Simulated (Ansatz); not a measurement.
The starting structures come from a database of crystals and need not be the phases stable at ambient conditions.

By PBEsol, the system below comes out a metal.

The ballistic (Sharvin) conductance counts the channels at the Fermi level: G/A = (e²/h) × channels of both spins per area.

Given:

```xyz
4
Lattice="3.7714 0.0000 0.0000 -1.8857 4.9736 0.0000 0.0000 0.0000 3.7568" Properties=species:S:1:pos:R:3 pbc="T T T"
Zr     1.8857     1.4438     0.9392
Zr     0.0000     3.5298     2.8176
Si     1.8857     4.1962     0.9392
Si     0.0000     0.7774     2.8176
```

Space group of this cell: Cmcm. The cell is taken as given; by PBEsol its mean pressure is -3.1 GPa.

The current flows along the normal of the first two printed cell vectors. No spin-orbit coupling; the value is a mean over 0.1 eV about the Fermi level.

**Question.** Compute, with PBEsol (Ansatz, a first-principles code), the ballistic conductance per area.

**Answer.** 0.34 × 10¹⁵ S/m² for both spins.
